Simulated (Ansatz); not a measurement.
Functionals compared on the (21-32) surface of hcp Tl in its 1x1 cell, outermost plane spacing 0.36 Å in the ideal cut (one of several cuts of this face), in Ansatz (plane waves, PAW). The structure was relaxed with PBE; the other rows are single points on it, each with its references at the same level. Cutoff 420 eV (500 eV for r2SCAN).

Slab: 20 atoms, 10.1 Å thick at the start (thin: gaps and levels are the slab's own); k 6x5x1, smearing 0.1 eV, dipole-corrected; all atoms relaxed; symmetry of the start imposed; no spin, no spin-orbit, no U. These notes are the PBE run's.

```csv
functional,surface energy (J/m²),work function of the top face (eV),rough cost of the single point
PBE,0.29,3.50,–
LDA,0.47,3.83,very roughly 2.6 core-minutes
PBEsol,0.40,3.59,very roughly 4 core-minutes
RPBE,0.19,3.35,very roughly 4 core-minutes
r2SCAN,0.37,3.52,very roughly 6 core-minutes
```

Ansatz is an electronic-structure program.
